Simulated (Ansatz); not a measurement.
Take Ca in the fcc (Cu type) structure (space group Fm-3m, No. 225; a = 5.456 Å; relaxed with 0.1 eV smearing) as the base. Axes: x, y, z lie along the cube axes.

All numbers come from Kohn–Sham DFT with the PBEsol functional, run in Ansatz (a quantum-chemistry and plane-wave program) with PAW and 420 eV plane waves, no spin-orbit coupling.

For the base:

| Item | Result |
|---|---|
| Shortest interatomic distance | 3.858 Å |

It is then changed as follows: uniaxial strain ε_zz = +1.00 %, all other strain components held at zero; the atoms relax in the strained cell.

**Question.** Estimate the effect on the stress.

**Answer.** The stress (xx, yy, zz, yz, xz, xy; compression positive) is (-0.1, -0.1, -0.2, 0.0, 0.0, 0.0) GPa.

**Question.** What does the calculation give for the energy relative to the base after the change?

**Answer.** The energy hardly moves.

**Question.** What does the calculation give for the shortest interatomic distance after the change?

**Answer.** The shortest interatomic distance remains 3.858 Å.

No phonon test of stability was made.
